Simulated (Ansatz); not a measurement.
The structure below was relaxed with PBEsol (Ansatz, a quantum-chemistry and plane-wave program, PAW, no spin-orbit coupling), earlier PAW set.

Space group Fm-3m (No. 225); a = 5.2112 Å, b = 5.2112 Å, c = 5.2112 Å, α = 90.00°, β = 90.00°, γ = 90.00°

```csv
atom,site,symmetry,x,y,z
Se,4a,m-3m,0.0000,0.0000,0.0000
Pt,4b,m-3m,0.5000,0.5000,0.5000
```

Q: Write out a cell with all atoms.

A: 
```
PtSe
1.0
    5.21124     0.00000     0.00000
    0.00000     5.21124     0.00000
    0.00000     0.00000     5.21124
Se Pt
4 4
Cartesian
  0.00000   0.00000   0.00000
  0.00000   2.60562   2.60562
  2.60562   0.00000   2.60562
  2.60562   2.60562   0.00000
  2.60562   0.00000   0.00000
  2.60562   2.60562   2.60562
  0.00000   0.00000   2.60562
  0.00000   2.60562   0.00000
```
This is the conventional cell.

Stability against distortions was not tested. The final runs are not spin-polarised. The cell was made from PbSe by this change: Pb → Pt; the result is a hypothetical phase, not in the database extracts checked.
